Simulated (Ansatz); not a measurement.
TiO2 (Pbcn, No. 60; high-pressure phase), treated with LDA (Ansatz, an electronic-structure program, PAW).

Numerical settings: plane-wave cutoff 520 eV, 8×6×8 k mesh (along the axes of the cell as run), no spin polarisation, scalar-relativistic PAW data made under PBE.

Computed at the level's own relaxed cell.

**Question.** Estimate the Voigt–Reuss–Hill bulk modulus, polycrystal shear modulus (Hill average), Young modulus and Poisson ratio that the calculation returns.

**Answer.** 
* **Voigt–Reuss–Hill bulk modulus**: 240 GPa
* **polycrystal shear modulus (Hill average)**: 94.2 GPa
* **Young modulus**: 250 GPa
* **Poisson ratio**: 0.327

Note: the relaxation could not lower the start's symmetry, so the cell can be a saddle point above a distorted one.

Elastic constants are with the ions relaxed.

Static lattice: no zero-point or thermal effects.
